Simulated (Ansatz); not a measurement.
The parent structure is SrO in the rock salt structure (space group Fm-3m, No. 225).

```
CELL_PARAMETERS angstrom
      0.00000     2.56121     2.56121
      2.56121     0.00000     2.56121
      2.56121     2.56121     0.00000
ATOMIC_POSITIONS crystal
  Sr 0.00000 0.00000 0.00000
  O  0.50000 0.50000 0.50000
```

Calculations: PBEsol in Ansatz (plane waves to 420 eV, PAW, spin-orbit coupling left out).

Base values:

| Item | Value |
|---|---|
| Width of the top valence band | 1.15 eV |
| Valley order | X along ⟨100⟩ 3.20 eV; Γ 3.93 eV |
| Lattice parameter a | 5.122 Å |

It is then changed as follows: a hydrostatic pressure of 3 GPa.

**Question.** What happens to the width of the top valence band?

**Answer.** The width of the top valence band rises by 0.06 eV, from 1.15 eV to 1.21 eV.

**Question.** Estimate the effect on the mean gap deformation potential ΔEg/Δln V.

**Answer.** The mean gap deformation potential ΔEg/Δln V is +0.8 eV.

**Question.** Predict the new valley order.

**Answer.** The valley order (the lowest conduction-band minima on the path, energy above the VBM, named in the base's zone) becomes X along ⟨100⟩ 3.17 eV; Γ 4.15 eV (base: X along ⟨100⟩ 3.20 eV; Γ 3.93 eV).

**Question.** Estimate the effect on the lattice parameter a.

**Answer.** The lattice parameter a shrinks by 0.0508 Å, from 5.122 Å to 5.072 Å.

Load acts through the strain it causes; cell and atoms are relaxed under it. Whether these cells are dynamically stable was not tested.

Ansatz is a first-principles code.
